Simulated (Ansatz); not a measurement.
# ZnS: element substitutions

Start from ZnS in the zinc blende structure (space group F-43m, No. 216).

```xyz
2
Lattice="0.0000 2.6785 2.6785 2.6785 0.0000 2.6785 2.6785 2.6785 0.0000" Properties=species:S:1:pos:R:3 pbc="T T T"
S      4.0177     4.0177     4.0177
Zn     0.0000     0.0000     0.0000
```

Each row replaces one element on all its sites; cell and atoms are relaxed.

All numbers come from PBEsol/PAW in Ansatz (an electronic-structure program), scalar-relativistic without spin-orbit coupling, earlier PAW set.

```tsv
change	band gap	density	shortest interatomic distance
base	2.08 eV	4.21 g/cm³	2.320 Å
Zn → Cd	1.01 eV	4.86 g/cm³	2.522 Å
S → Pt	zero	10.05 g/cm³	2.409 Å
S → Se	1.23 eV	5.36 g/cm³	2.439 Å
Zn → Hg	zero	7.62 g/cm³	2.544 Å
```

Spin-orbit coupling, missing from the scalar runs, can matter with Hg and Pt. Stability against distortions was not tested. As relaxed here, ZnPt is a hypothetical phase, not in the database extracts checked. All final runs are without spin polarisation. The zero or small gap of HgS can change with the level of theory.
